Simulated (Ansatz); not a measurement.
Take NbH$_{2}$ in the CdI2 type structure (space group P-3m1, No. 164; a = 2.8553 Å, c = 4.8060 Å; a hypothetical phase, not in the database extracts checked; layered, stacked along the Cartesian z axis; relaxed with 0.1 eV smearing) as the base. Axes: x lies along a and z along c of the hexagonal cell.

All numbers come from plane-wave PAW DFT at the r2SCAN+rVV10 level (Ansatz, an electronic-structure program, 500 eV), spin-orbit coupling left out.

Before the change:

| Property | Result |
|---|---|
| Shortest interatomic distance | 2.006 Å |

Now apply this change: biaxial strain −1.08 %, plane normal [001], relaxed out of plane (Cartesian); in-plane vectors clamped, the third vector and the atoms free.

**Question.** Estimate the effect on the out-of-plane strain, shortest interatomic distance and in-plane stress.

**Answer.** The out-of-plane strain comes out as +0.78 %; the shortest interatomic distance is nearly the same (2.006 Å against 2.005 Å); the mean in-plane stress (compression positive) comes out as +3.3 GPa.

Whether these cells are dynamically stable was not tested. The final runs are not spin-polarised. An odd electron count without spin: NbH2.
